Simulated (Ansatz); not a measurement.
**GaCuSe2: holes 5.0×10^21 cm⁻³**

Base system: GaCuSe2 in the chalcopyrite structure (space group I-42d, No. 122; a = 5.608 Å, c = 11.098 Å).

Modification: 0.873 holes added to each cell, a density of 5.0×10^21 cm⁻³, with a uniform compensating background at fixed cell and a 300 K Fermi–Dirac width.

Level of theory: Ansatz (an electronic-structure program) r2SCAN, spin-orbit coupling left out. Γ-centred 12×12×12 mesh, Fermi–Dirac width 0.0259 eV.

| quantity | base | changed | shift |
|---|---|---|---|
| gap between the host's bands | 0.57 eV | 0.81 eV | +0.24 eV |
| gap character | direct at Γ | direct at Γ | – |
| largest internal atomic displacement | – | 0.020 Å | – |
| Fermi level relative to the doped band's edge (positive inside the band; to 0.05 eV) | – | +0.45 eV | – |

Final structure:

```
GaCuSe2
1.0
   -2.80414     2.80414     5.54875
    2.80414    -2.80414     5.54875
    2.80414     2.80414    -5.54875
Cu Ga Se
2 2 4
Direct
  0.75000   0.25000   0.50000
  0.00000   0.00000   0.00000
  0.25000   0.75000   0.50000
  0.50000   0.50000   0.00000
  0.11778   0.12500   0.49278
  0.63222   0.62500   0.50722
  0.37500   0.88222   0.00722
  0.87500   0.36778   0.99278
```
Cell charge +0.872618.

Carriers are added with a uniform compensating background; total energy and stress of such cells depend on the potential's zero and are not compared; many-body gap narrowing is missing at this level. Whether these cells are dynamically stable was not tested. The final runs are not spin-polarised.
